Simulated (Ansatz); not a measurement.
## A computed series for CsOH: response to strain

The reference is CsOH (space group Cmc2_1, No. 36; a = 4.333 Å, b = 11.422 Å, c = 4.497 Å; a cell from a computed database, its experimental status unchecked). Axes: x, y, z lie along a, b, c of the conventional cell.

Strains are applied to the cell and any free atomic positions relax; under biaxial strain the out-of-plane vector relaxes too.

Computed with r2SCAN, PAW, 500 eV (Ansatz, a program for electronic structure; without spin-orbit coupling).

Notes on the quantities. pressure: mean of the normal stresses, compression positive.

| case | band gap | pressure | volume per atom | width of the top valence band |
|---|---|---|---|---|
| base | 4.53 eV | 0.0 kbar | 18.55 Å³ | 0.45 eV |
| biaxial strain +1.65 %, plane normal [001], relaxed out of plane | 4.45 eV | -3.2 kbar | 18.85 Å³ | 0.49 eV |
| biaxial strain +2.83 %, plane normal [001], relaxed out of plane | 4.37 eV | -5.1 kbar | 19.08 Å³ | 0.51 eV |
| isotropic strain +0.62 % | 4.47 eV | -3.8 kbar | 18.89 Å³ | 0.43 eV |
| isotropic strain +4.03 % | 4.06 eV | -16.8 kbar | 20.88 Å³ | 0.37 eV |

Stability against distortions was not tested.
